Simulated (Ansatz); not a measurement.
What isotropic strain +2.50 % does to C

The reference is C in the diamond structure (space group Fd-3m, No. 227; a = 3.572 Å).

Perturbation: the cell is scaled by 1.0250 in all directions, atoms relaxed at fixed cell.

Level of theory: DFT with PBE, PAW potentials and a 420 eV plane-wave cutoff in Ansatz (a quantum-chemistry and plane-wave program), no SOC. Γ-centred 16×16×16 mesh, Fermi–Dirac width 0.05 eV.

| quantity | base | changed | shift |
|---|---|---|---|
| volume per atom | 5.69 Å³ | 6.13 Å³ | +0.44 Å³ |
| space group | Fd-3m (No. 227) | Fd-3m (No. 227) | – |
| shortest interatomic distance | 1.547 Å | 1.585 Å | +0.0387 Å |
| energy relative to the base (free energy F) | 0 meV/atom | +40 meV/atom | +40 meV/atom |
| pressure | 0.00 GPa | -27.92 GPa | -27.92 GPa |
| band gap | 4.13 eV | 3.97 eV | -0.16 eV |
| smallest direct gap | 5.58 eV | 5.38 eV | -0.20 eV |
| width of the top valence band | 8.29 eV | 7.67 eV | -0.62 eV |
| electron mass | 1.7 mₑ along k, 0.29 mₑ across (off the special points) | 1.5 mₑ along k, 0.29 mₑ across (off the special points) | – |
| hole mass (degenerate bands, along [100]) | 0.30, 0.30, 0.51 mₑ (at Γ) | 0.31, 0.31, 0.48 mₑ (at Γ) | – |

Masses are band curvatures over ±0.01 Å⁻¹ around the edge. Along k means along the line from Γ to the band edge. Stability against distortions was not tested.
